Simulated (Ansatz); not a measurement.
An Ansatz (a first-principles code) input (DFT with PBEsol, PAW potentials and a 420 eV plane-wave cutoff in Ansatz, no SOC):

Ansatz 0.2 input:
```yaml
crystal:
  lattice:
    - [2.7972508539, 0, 0]
    - [-1.3986254269, 2.4224903003, 0]
    - [0, 0, 4.4167881159]
  atoms:
    - { symbol: Os, position: [0.6666666667, 0.3333333333, 0.75] }
    - { symbol: Os, position: [0.3333333333, 0.6666666667, 0.25] }
basis: { ecutwfc: 420, ecutrho_ratio: 4, xc_grid: 2, fft_grid_basis: typed }
kpoints: { mp_grid: { grid: [24, 24, 14] } }
hamiltonian:
  xc: pbesol
  dispersion: none
  pseudopotentials: { kind: paw }
scf: { occupations: { method: fermi_dirac, width: 0.1 }, convergence: { dr2_threshold: 0.0000000002 } }
relax: { f_tol: 0.005, max_steps: 50 }
output: { forces: true, stress: true }
checkpoint: { write: state.ck, write_every: 1000 }
```

Problem. Which symmetry and how many k-points will the program report, and about how many plane waves at Γ?

Solution. Space group P63/mmc (ITA 194) with 24 operations, k-points 488 of 8064, and 591 plane waves at Γ.

Problem. And the final pressure?

Solution. -26.79 GPa (compression positive).

The cells carry an imposed strain or load. Whether these cells are dynamically stable was not tested. The final runs are not spin-polarised. The cell was made from Os in the hcp (Mg type) structure (space group P6_3/mmc, No. 194) by this change: isotropic strain +2.50 %.
